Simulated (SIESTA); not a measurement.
A self-consistent single point of AgBr (Fm-3m, 2 atoms in the cell) with SIESTA.

Method of the run: GGA PBE, numerical atomic orbitals DZP, PseudoDojo PBE standard norm-conserving potentials (rewritten from UPF to PSML) (SIESTA).

The change in words: lattice scaled by 0.98. Reference geometry:
```xyz
2
Lattice="0.0000 2.9196 2.9196 2.9196 0.0000 2.9196 2.9196 2.9196 0.0000" Properties=species:S:1:pos:R:3 pbc="T T T"
Ag     0.0000     0.0000     0.0000
Br     2.9196     2.9196     2.9196
```

Reference input (self-consistent single point, DFT, GGA PBE, numerical atomic orbitals DZP, PseudoDojo PBE standard norm-conserving potentials (rewritten from UPF to PSML)): XC.functional = GGA; XC.authors = PBE; potentials = PseudoDojo PBE standard; PAO.BasisSize = DZP; PAO.EnergyShift = 0.01 Ry; MeshCutoff = 400 Ry; kgrid.MonkhorstPack = 8 8 8; OccupationFunction = FD; ElectronicTemperature = 10 K; MaxSCFIterations = 150; SCF.Mixer.Method = Pulay; SCF.Mixer.Weight = 0.2. This run's input differs from it in these lines:

```diff
@@ -12,5 +12,5 @@
 %block LatticeVectors
-     0.000000000    5.517331321    5.517331321
-     5.517331321    0.000000000    5.517331321
-     5.517331321    5.517331321    0.000000000
+     0.000000000    5.406984543    5.406984543
+     5.406984543    0.000000000    5.406984543
+     5.406984543    5.406984543    0.000000000
 %endblock LatticeVectors
@@ -19,3 +19,3 @@
      0.000000000    0.000000000    0.000000000  1
-     5.517331321    5.517331321    5.517331321  2
+     5.406984543    5.406984543    5.406984543  2
 %endblock AtomicCoordinatesAndAtomicSpecies
```

Log, with long lists cut:

```
        iscf     Eharris(eV)        E_KS(eV)     FreeEng(eV)     dDmax    Ef(eV) dHmax(eV)
   scf:    1    -4637.427412    -4641.791417    -4641.791427  0.659152 -1.590486 12.872524
   scf:    2    -4646.764734    -4644.676183    -4644.676183  0.362595 -2.593042  5.388521
   scf:    3    -4645.493391    -4645.215421    -4645.215421  0.240867 -3.022716  0.724249
   scf:    4    -4645.151928    -4645.201651    -4645.201651  0.107222 -3.549750  1.165262
   scf:    5    -4645.204584    -4645.220218    -4645.220218  0.090192 -3.125479  0.595210
   scf:    6    -4645.229752    -4645.226908    -4645.226908  0.030644 -3.279500  0.012071
   scf:    7    -4645.226875    -4645.226899    -4645.226899  0.001912 -3.287559  0.025570
   scf:    8    -4645.226916    -4645.226911    -4645.226911  0.001365 -3.281286  0.001138
mix: Pulay -- inversion failed, > SVD [rank/size] 4 / 7
   scf:    9    -4645.226911    -4645.226911    -4645.226911  0.000030 -3.281422  0.000568
SCF Convergence by DM+H criterion
max |DM_out - DM_in|         :     0.0000297866
max |H_out - H_in|      (eV) :     0.0005681300
SCF cycle converged after 9 iterations

Using DM_out to compute the final energy and forces

siesta: E_KS(eV) =            -4645.2269

siesta: E_KS - E_eggbox =     -4645.2269

siesta: Atomic forces (eV/Ang):
     1   -0.000000   -0.000000    0.000000
     2   -0.000000   -0.000000   -0.000000
   Tot   -0.000000   -0.000000    0.000000
   Max    0.000000
   Res    0.000000    sqrt( Sum f_i^2 / 3N )
   Max    0.000000    constrained

Stress tensor Voigt[x,y,z,yz,xz,xy] (kbar):       -2.05       -2.05       -2.05       -0.12       -0.12       -0.12
(Free)E + p*V (eV/cell)    -4645.1669
Target enthalpy (eV/cell)    -4645.2269

siesta: Program's energy decomposition (eV):
siesta: FreeEng =     -4645.226911

   [... lines left out ...]
siesta:    -0.001282   -0.000074   -0.000074
siesta:    -0.000074   -0.001282   -0.000074
siesta:    -0.000074   -0.000074   -0.001282

siesta: Cell volume =         46.848833 Ang**3

siesta: Pressure (static):
siesta:                Solid            Molecule  Units
siesta:           0.00001396          0.00001396  Ry/Bohr**3
siesta:           0.00128202          0.00128202  eV/Ang**3
siesta:           2.05401602          2.05401603  kBar
```

The run converged in 9 iterations. Against the reference run the free energy falls by 11.6 meV/atom, the pressure goes from -2.44 to 0.21 GPa and the gap on the mesh goes from 0.922 to 0.968 eV.

The starting cell comes from a database of computed structures (which also holds hypothetical and non-ambient phases and stackings), without a prior relaxation at this level. Its lattice was rescaled by a random factor within 2.5 % of one. For this run, on top of that: lattice scaled by 0.98. Values carry the incompleteness of an atom-centred basis.
